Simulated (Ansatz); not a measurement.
Results of r²SCAN (plane waves, PAW; Ansatz, an electronic-structure program) for L1₂ (Cu3Au-type) Ni₃Fe.

Settings: plane-wave cutoff 560 eV, 16×16×16 k mesh, Fermi–Dirac smearing 0.05 eV, spin-polarised with parallel moments, scalar-relativistic PAW data made under PBE.

The cell has the measured lattice: a = 3.5450 Å, b = 3.5450 Å, c = 3.5450 Å, α = 90.00°, β = 90.00°, γ = 90.00°.

### Question
Estimate the magnetic moment (largest site, within a sphere) that the calculation returns.

### Answer

- magnetic moment (largest site, within a sphere) = 3.22 μB

The run finds no gap.

Note: cell and atoms aren't relaxed at this level (pressure -5.2 GPa).

Moments are spin moments.

The computed numbers hold no vibrational or temperature effects.
